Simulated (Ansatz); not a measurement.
**Al$_{12}$W (space group Im-3, No. 204)**

```cif
data_Al24W2
_chemical_formula_sum 'Al24 W2'
_space_group_name_H-M_alt 'Im-3'
_space_group_IT_number 204
_space_group_name_Hall '-I 2 2 3'
_cell_length_a 7.53810
_cell_length_b 7.53810
_cell_length_c 7.53810
_cell_angle_alpha 90.000
_cell_angle_beta 90.000
_cell_angle_gamma 90.000
loop_
_atom_site_label
_atom_site_type_symbol
_atom_site_symmetry_multiplicity
_atom_site_Wyckoff_symbol
_atom_site_fract_x
_atom_site_fract_y
_atom_site_fract_z
_atom_site_occupancy
Al1 Al 24 g 0.00000 0.18579 0.30860 1
W1 W 2 a 0.00000 0.00000 0.00000 1
```
(The calculation used a cell of 13 atoms; values per cell refer to that cell.)

The values are results of DFT with PBEsol, PAW potentials and a 420 eV plane-wave cutoff in Ansatz (a first-principles code), scalar-relativistic without spin-orbit coupling, not measurements. k-mesh 7×7×7 (Γ-centred); smearing 0.05 eV (Fermi–Dirac).

```yaml
volume_per_atom: 16.47 Å³
density: 3.94 g/cm³
band_gap: zero
total_energy: -1273.232 eV/atom (σ→0; compares only within this code and set-up)
```

Whether these cells are dynamically stable was not tested. The final runs are not spin-polarised.
